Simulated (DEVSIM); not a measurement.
DEVSIM, 1D drift-diffusion, Boltzmann statistics, complete ionisation; no tunnelling, impact ionisation, image-force lowering or self-heating.

Structure: abrupt Si n-p junction, at 300 K.

```tsv
layer (left to right)	material	thickness (μm)	Nd (cm⁻³)	Na (cm⁻³)	τn (s)	τp (s)
1	Si	67.0	1.1e18	-	2.4e-5	2.4e-5
2	Si	0.300	-	5.9e16	2.4e-5	2.4e-5
```

Left contact: ohmic. Right contact: ohmic. Voltage is applied to the left contact. Recombination: SRH at mid-gap. Mobility is μmin + (μ − μmin)/(1 + (N/Nref)^α).

This is a model device: material constants are rounded textbook-type values typed into the input, and sizes, dopings and lifetimes were drawn at random. Values at 300 K. The table also holds parameters that only a changed run uses.

| parameter | Si |
|---|---|
| gap (eV) | 1.124 |
| affinity (eV) | 4.05 |
| permittivity | 11.7 |
| Nc (cm⁻³) | 2.86e19 |
| Nv (cm⁻³) | 3.1e19 |
| μn (cm²/Vs) | 1417 |
| μp (cm²/Vs) | 470 |
| μn,min | 52 |
| μp,min | 45 |
| Nref,n | 9.7e16 |
| Nref,p | 2.2e17 |
| αn | 0.68 |
| αp | 0.72 |
| Cn (cm⁶/s) | 2.8e-31 |
| Cp (cm⁶/s) | 9.9e-32 |

One input was changed, with this effect: dark forward voltage at 1 A/cm² 0.567 → 0.553 V; dark forward voltage at 100 A/cm² 0.703 → 0.678 V.

Which change was it?
(A) thickness of layer 2 0.3 → 0.1 μm
(B) minority lifetime in layer 1 2.4e-05 → 7.2e-05 s
(C) Auger recombination switched on
(D) constant mobility in place of the doping-dependent one

D, constant mobility in place of the doping-dependent one
